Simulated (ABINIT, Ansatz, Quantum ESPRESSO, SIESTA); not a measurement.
# One structure in several programs: Sc₃SnB (Pm-3m, 5 atoms in the cell)

Self-consistent single point.

```
Sc3SnB
1.0
    4.66421     0.00000     0.00000
    0.00000     4.66421     0.00000
    0.00000     0.00000     4.66421
Sc Sn B
3 1 1
Direct
  0.50000   0.00000   0.50000
  0.00000   0.50000   0.50000
  0.50000   0.50000   0.00000
  0.00000   0.00000   0.00000
  0.50000   0.50000   0.50000
```

Shared settings, as Ansatz (a quantum-chemistry and plane-wave program) writes them: kpoints.mp_grid.grid = 2 2 2; scf.occupations.method = fermi_dirac; scf.occupations.width = 0.1 eV. Potentials and cutoffs stand in the table.

```json
[
 {"code": "Quantum ESPRESSO", "model": "LDA (PW92), PseudoDojo standard norm-conserving (LDA) pseudopotentials", "pressure (GPa)": "-5.37", "cutoff": "80 Ry"},
 {"code": "SIESTA", "model": "LDA PW92, numerical atomic orbitals DZP, PseudoDojo LDA standard norm-conserving potentials (rewritten from UPF to PSML)", "pressure (GPa)": "-5.75", "cutoff": "grid 300 Ry"},
 {"code": "Ansatz", "model": "LDA (PW92), PAW files made with PBE", "pressure (GPa)": "-5.40", "cutoff": "default"},
 {"code": "ABINIT", "model": "LDA (PW92), PAW (JTH v2.0 LDA PAW)", "pressure (GPa)": "-5.35", "cutoff": "30 Ha"}
]
```

The spread over the programs that give each value: pressure within 0.40 GPa.

SIESTA uses small atom-centred bases, whose incompleteness enters pressures, forces and empty levels differently from a plane-wave cutoff. Ansatz's pressure is given at a fixed set of plane waves, as the other plane-wave codes print theirs.

On the base mesh (6 6 6) the same programs gave: Ansatz pressure -6.03 GPa; Quantum ESPRESSO pressure -6.01 GPa; ABINIT pressure -5.99 GPa; SIESTA pressure -6.67 GPa.

The values differ from the base mesh's, so the mesh still matters here: the table compares the programs at equal settings.

The starting cell comes from a database of computed structures (which also holds hypothetical and non-ambient phases and stackings), without a prior relaxation at this level. Its lattice was rescaled by a random factor within 2.5 % of one.

Left out of this page: CP2K (on another mesh); Elk and FLEUR (not drawn, or without a comparable value).

Keys are those of Ansatz 0.2.
